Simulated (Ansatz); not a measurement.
Ansatz (a quantum-chemistry and plane-wave program) run on RbBr (Fm-3m, 2 atoms in the cell): self-consistent single point.

Computed with PBE (plane waves, PAW; Ansatz).

The change in words: lattice scaled by 0.98; basis.ecutwfc: 30.9 Ry → 14 Ry. Reference geometry:
```xyz
2
Lattice="0.0000 3.4553 3.4553 3.4553 0.0000 3.4553 3.4553 3.4553 0.0000" Properties=species:S:1:pos:R:3 pbc="T T T"
Rb     0.0000     0.0000     0.0000
Br     3.4553     3.4553     3.4553
```

Reference input (self-consistent single point, DFT, PBE, plane waves, default PAW files): basis.ecutwfc = 30.9 Ry; kpoints.mp_grid.grid = 6 6 6; hamiltonian.xc = pbe; hamiltonian.pseudopotentials = {kind: paw} (the program's default PAW files); scf.occupations.method = fermi_dirac; scf.occupations.width = 0.0015 Ry. This run's input differs from it in these lines:

Ansatz 0.2 input:
```diff
@@ -3,5 +3,5 @@
   lattice:
-    - [0.00000000, 3.45533500, 3.45533500]
-    - [3.45533500, 0.00000000, 3.45533500]
-    - [3.45533500, 3.45533500, 0.00000000]
+    - [0.00000000, 3.38622800, 3.38622800]
+    - [3.38622800, 0.00000000, 3.38622800]
+    - [3.38622800, 3.38622800, 0.00000000]
   atoms:
@@ -10,3 +10,3 @@
 basis:
-  ecutwfc: 30.9 Ry
+  ecutwfc: 14.0 Ry
 kpoints:
```

Log, with long lists cut:

```
SCF iter   1: F=—  HF=-6052.708552 eV  |F-HF|=—  |Δ(HF+E_count)|=         —  Δρ=8.34e-3  dr2=2.25e-2  ethr=1.77e-3  ⟨swp⟩=7.4  Hψ=1213  notcnv=0
all-band conjugate gradients solve this SCF's bands
preconditioner: auto → none
SCF iter   2: F=—  HF=-6052.711350 eV  |F-HF|=—  |Δ(HF+E_count)|=   2.80e-3  Δρ=3.53e-3  dr2=2.44e-3  ethr=1.41e-4  ⟨swp⟩=2.5  Hψ=466  notcnv=0
SCF iter   3: F=—  HF=-6052.713850 eV  |F-HF|=—  |Δ(HF+E_count)|=   2.50e-3  Δρ=1.01e-3  dr2=2.21e-4  ethr=1.52e-5  ⟨swp⟩=3.0  Hψ=353  notcnv=0
SCF iter   4: F=—  HF=-6052.714074 eV  |F-HF|=—  |Δ(HF+E_count)|=   2.24e-4  Δρ=1.40e-4  dr2=5.20e-6  ethr=1.38e-6  ⟨swp⟩=2.0  Hψ=240  notcnv=0
SCF iter   5: F=—  HF=-6052.714023 eV  |F-HF|=—  |Δ(HF+E_count)|=   5.12e-5  Δρ=1.35e-5  dr2=8.11e-8  ethr=3.25e-8  ⟨swp⟩=2.0  Hψ=304  notcnv=0
SCF iter   6: F=-6052.714023 eV  HF=-6052.714023 eV  |F-HF|=6.08e-10  |Δ(HF+E_count)|=   1.60e-7  Δρ=1.95e-6  dr2=2.35e-9  ethr=5.07e-10  ⟨swp⟩=2.0  Hψ=686  notcnv=0
SCF 1 converged in 6 iterations: F = -6052.714023 eV  dr2 = 2.35e-9
Free energy (F): -6052.714023 eV
Internal energy: -6052.714023 eV  (E = F + TS)
E sigma→0 (E₀):  -6052.714023 eV
Fermi energy:    3.738526 eV
--- Forces (eV/Å), atoms counted from 1 ---
  atom   1  Rb    -0.00000000     0.00000000     0.00000000
  atom   2  Br     0.00000000    -0.00000000     0.00000000
--- Stress (GPa, compression-positive) ---
        1.513441       0.000000       0.000000
       -0.000000       1.513441      -0.000000
       -0.000000       0.000000       1.513441
  P = ⅓ Tr σ = 1.5134 GPa (15.134 kbar)
  The stress holds the Pulay correction. Without it, at fixed plane waves, as pw.x and ABINIT print it: P = -8.7255 GPa
```

The run converged in 6 iterations. Against the reference run the free energy rises by 675 meV/atom, the pressure goes from 0.61 to 1.51 GPa and the gap on the mesh goes from 4.303 to 4.600 eV.

The starting cell has typed, rounded lattice constants, without a prior relaxation at this level. Its lattice was rescaled by up to half a per cent. For this run, on top of that: lattice scaled by 0.98. Ansatz's pressure includes its estimate of the finite-basis (Pulay) stress. Without the estimate this run gives -8.73 GPa. The cutoff lies below the one recommended for these files.
